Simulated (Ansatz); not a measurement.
**A computed series for hypothetical R3c PbZrO3: pressure series**

The reference is PbZrO₃ (space group R3c, No. 161; a = 5.8429 Å, c = 14.4283 Å (hexagonal axes); a hypothetical phase, not in the database extracts checked).

Cell and atoms are relaxed at each pressure.

Level of theory: PBEsol (Ansatz, a first-principles code), spin-orbit coupling left out.

```tsv
pressure (GPa)	volume per atom (Å³/atom)
-2	14.528
-1	?
0	14.219
0.7	14.130
1.5	14.035
3	13.868
5	13.672
7.5	13.456
10	13.261
```

Problem. Fit the third-order Birch–Murnaghan form P(V) = (3B₀/2)[(V₀/V)^(7/3) − (V₀/V)^(5/3)]·[1 + (3/4)(B₀′ − 4)((V₀/V)^(2/3) − 1)] (squares taken in P) to the rows shown and predict the withheld row.

Solution. Least squares on the printed values gives V₀ = 14.224 Å³/atom, B₀ = 106 GPa, B₀′ = 8.9; this predicts 14.366 Å³/atom, and the run gives 14.362 Å³/atom, 0.004 lower.

Load acts through the strain it causes; cell and atoms are relaxed under it. Stability against distortions was not tested. Competing high-pressure phases were not computed.
